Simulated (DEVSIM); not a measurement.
illuminated Si p-on-n cell, one wavelength, with a back-surface field

System: illuminated Si p-on-n cell, one wavelength, with a back-surface field, at 250 K.

```csv
layer (left to right),material,thickness (μm),Nd (cm⁻³),Na (cm⁻³),τn (s),τp (s),absorption coefficient (cm⁻¹)
1,Si,0.370,-,1.2e18,2.4e-8,4.6e-7,29000
2,Si,43.0,5.1e15,-,1.2e-6,1.2e-6,29000
3,Si,1.60,4.3e18,-,1.2e-6,1.2e-6,29000
```

Left contact: ohmic, minority electron recombination velocity 30000 cm/s. Right contact: ohmic, minority hole recombination velocity 50000 cm/s. Voltage is applied to the left contact. Recombination: SRH at mid-gap, radiative, Auger. Light enters at the left, 1.2e18 photons cm⁻² s⁻¹, one pass, no reflection. Mobility is μmin + (μ − μmin)/(1 + (N/Nref)^α).

Constants are typed, rounded textbook-type inputs, not results; the design itself was drawn at random and stands for no fabricated device. Values at 300 K; Nc and Nv go as T^1.5, mobilities as T to minus their exponent, the gap by Varshni's rule with the affinity fixed.

| parameter | Si |
|---|---|
| gap (eV) | 1.124 |
| affinity (eV) | 4.05 |
| permittivity | 11.7 |
| Nc (cm⁻³) | 2.86e19 |
| Nv (cm⁻³) | 3.1e19 |
| μn (cm²/Vs) | 1417 |
| μp (cm²/Vs) | 470 |
| μn,min | 52 |
| μp,min | 45 |
| Nref,n | 9.7e16 |
| Nref,p | 2.2e17 |
| αn | 0.68 |
| αp | 0.72 |
| T exponent of μn | 2.3 |
| T exponent of μp | 2.2 |
| B (cm³/s) | 4.7e-15 |
| Cn (cm⁶/s) | 2.8e-31 |
| Cp (cm⁶/s) | 9.9e-32 |
| Varshni α (eV/K) | 0.000473 |
| Varshni β (K) | 636 |

DEVSIM, 1D drift-diffusion, Boltzmann statistics, complete ionisation; no tunnelling, impact ionisation, image-force lowering or self-heating.

```
Quantity                                                 Result
---------------------------------------------------  ----------
Potential step across the device at zero bias           1.037 V
Dark forward voltage at 1 A/cm²                         0.770 V
Dark forward voltage at 100 A/cm²                       0.921 V
Short-circuit current                                183 mA/cm²
Open-circuit voltage                                    0.722 V
Fill factor                                                0.86
Largest power                                        114 mW/cm²
Share of generated pairs collected at short circuit       0.951
```

Current under light (generator sign):

```tsv
V (V)	J (mA/cm²)
0.00	183
0.10	183
0.22	183
0.34	183
0.46	183
0.58	182
0.60	182
0.62	181
0.64	178
0.66	171
0.68	154
0.70	111
0.72	13.5
0.74	-194
```

Dark forward current:

(V (V), J (A/cm²)): (0.05, 3.8e-11); (0.10, 1.5e-10); (0.15, 5.4e-10); (0.20, 1.8e-9); (0.25, 6.2e-9); (0.30, 2.2e-8); (0.35, 7.8e-8); (0.40, 3.1e-7); (0.45, 1.5e-6); (0.50, 9.8e-6); (0.60, 0.00074); (0.65, 0.0073); (0.70, 0.070); (0.75, 0.54); (0.80, 2.5); (0.85, 10); (0.90, 50); (0.95, 270); (1.00, 1200); (1.05, 4100)
